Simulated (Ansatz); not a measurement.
An Ansatz (a first-principles code) input (PBEsol, PAW, 420 eV (Ansatz; spin-orbit coupling left out)):

Ansatz 0.2 input:
```yaml
crystal:
  lattice:
    - [4.9122519356, 0, 0]
    - [0, 4.7691766365, 0]
    - [0, 0, 3.2120037955]
  atoms:
    - { symbol: Sn, position: [0, 0, 0] }
    - { symbol: Sn, position: [0.5, 0.5, 0.5] }
    - { symbol: O, position: [0.3062729855, 0.3062729855, 0] }
    - { symbol: O, position: [0.8062729855, 0.1937270145, 0.5] }
    - { symbol: O, position: [0.1937270145, 0.8062729855, 0.5] }
    - { symbol: O, position: [0.6937270145, 0.6937270145, 0] }
basis: { ecutwfc: 420, ecutrho_ratio: 4, xc_grid: 2, fft_grid_basis: typed }
kpoints: { mp_grid: { grid: [7, 7, 10] } }
hamiltonian:
  xc: pbesol
  dispersion: none
  pseudopotentials: { kind: paw }
scf: { occupations: { method: fermi_dirac, width: 0.05 }, convergence: { dr2_threshold: 0.0000000006 } }
relax: { f_tol: 0.005, max_steps: 50 }
output: { forces: true, stress: true }
checkpoint: { write: state.ck, write_every: 1000 }
```

**Question.** Which symmetry and how many k-points will the program report, and about how many plane waves at Γ?

**Answer.** Space group Pnnm (ITA 58) with 8 operations, k-points 96 of 490, and 1465 plane waves at Γ.

**Question.** And the final pressure?

**Answer.** -4.86 GPa (compression positive).

The cells carry an imposed strain or load. Whether these cells are dynamically stable was not tested. The cell was made from SnO2 in the rutile structure (space group P4_2/mnm, No. 136) by this change: uniaxial strain ε_xx = +3.00 %.
